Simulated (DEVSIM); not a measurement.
System: abrupt Ge n-p junction, at 250 K.

Layer 1 from the left is Ge, thickness (μm) 1.80, Nd (cm⁻³) 3.9e18, τn (s) 1.2e-5, τp (s) 1.2e-5. Layer 2 from the left is Ge, thickness (μm) 62.0, Na (cm⁻³) 2e14, τn (s) 1.2e-5, τp (s) 1.2e-5.

Left contact: ohmic. Right contact: ohmic. Voltage is applied to the left contact. Recombination: SRH at mid-gap. Mobility is μmin + (μ − μmin)/(1 + (N/Nref)^α).

This is a model device: material constants are rounded textbook-type values typed into the input, and sizes, dopings and lifetimes were drawn at random. Values at 300 K; Nc and Nv go as T^1.5, mobilities as T to minus their exponent, the gap by Varshni's rule with the affinity fixed.

Ge: gap (eV) 0.664, affinity (eV) 4, permittivity 16, Nc (cm⁻³) 1.04e19, Nv (cm⁻³) 6e18, μn (cm²/Vs) 3900, μp (cm²/Vs) 1900, μn,min 150, μp,min 100, Nref,n 2.6e17, Nref,p 4e17, αn 0.56, αp 0.6, T exponent of μn 1.66, T exponent of μp 2.33, Varshni α (eV/K) 0.000477, Varshni β (K) 235.

Simulated with DEVSIM: 1D drift-diffusion, Boltzmann statistics, complete ionisation; no tunnelling, impact ionisation, image-force lowering or self-heating.

Dark forward current:

| |V| (V) | |J| (A/cm²) |
|---|---|
| 0.05 | 8.573e-5 |
| 0.10 | 0.0009520 |
| 0.15 | 0.009656 |
| 0.20 | 0.09161 |
| 0.25 | 0.6721 |
| 0.30 | 3.372 |
| 0.35 | 13.14 |
| 0.40 | 44.89 |
| 0.45 | 139.3 |
| 0.50 | 374.5 |
| 0.55 | 812.7 |
| 0.60 | 1415 |
| 0.65 | 2060 |

### Question
Work out the local ideality factor n = ΔV / (kT/q · ln(J2/J1)) between the rows 0.10 and 0.15 V, 0.60 and 0.65 V.

### Answer
kT/q = 21.54 mV. From 0.10 to 0.15 V: ln(0.009656/0.0009520) = 2.317, n = 1.00, near the 1 of diffusion or emission over a barrier. From 0.60 to 0.65 V: ln(2060/1415) = 0.376, n = 6.18.

### Question
Estimate the current at 0.15 V from the Shockley equation with J0 = Σ q ni² D/(N L) coth(W/L), τ joining the SRH, radiative and Auger lifetimes that are on, and W taken as the whole layer.

### Answer
ni² = 6.19e23 cm⁻⁶; holes in the n layer: μ = 712 cm²/Vs, D = 15.3 cm²/s, τ = 1.20e-5 s, L = 136 μm, W/L = 0.013, term 2.17e-9 A/cm²; electrons in the p layer: μ = 5190 cm²/Vs, D = 112 cm²/s, τ = 1.20e-5 s, L = 366 μm, W/L = 0.17, term 9.02e-6 A/cm². J0 = 9.02e-6 A/cm², and J = J0 exp(qV/kT) = 0.00954 A/cm². The simulation gives 0.00966 A/cm²; the estimate lies 1.2 % below. The estimate leaves out recombination in the depletion region and that region's share of W.
